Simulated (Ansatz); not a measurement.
The starting structures come from a database of crystals and need not be the phases stable at ambient conditions.

 Where the default PAW files enter, the runs use the earlier of Ansatz's two default sets.

The decay constant κ of evanescent states in the gap governs leakage through a thin film.

Here is the system:

```
HfO4Si
1.0
    5.40044     0.00000     0.00000
   -2.23715     4.91528     0.00000
    1.58165     2.45764     4.54127
Hf Si O
2 2 8
Direct
  0.00000   0.00000   0.00000
  0.25000   0.75000   0.50000
  0.75000   0.25000   0.50000
  0.50000   0.50000   0.00000
  0.86591   0.68080   0.81489
  0.93080   0.24569   0.68511
  0.49569   0.68080   0.18511
  0.93080   0.61591   0.31489
  0.38409   0.06920   0.68511
  0.31920   0.13409   0.18511
  0.75431   0.06920   0.31489
  0.31920   0.50431   0.81489
```

Space group of this cell: I4_1/amd. The cell is strained (all lengths scaled by 0.98); by r2SCAN its mean pressure is 20.4 GPa.

Transport runs along the normal of the first two printed cell vectors, the (110) plane of the conventional cell.

No gap correction and no spin-orbit coupling; mid-gap values are interpolated between computed energies.

Question: Compute, with r2SCAN run with Ansatz (a quantum-chemistry and plane-wave program), the band gap and the smallest decay constant κ at mid-gap.

Answer: Gap 6.40 eV on a 8×8×8 mesh; κ = 0.480 1/Å, at the zone centre.
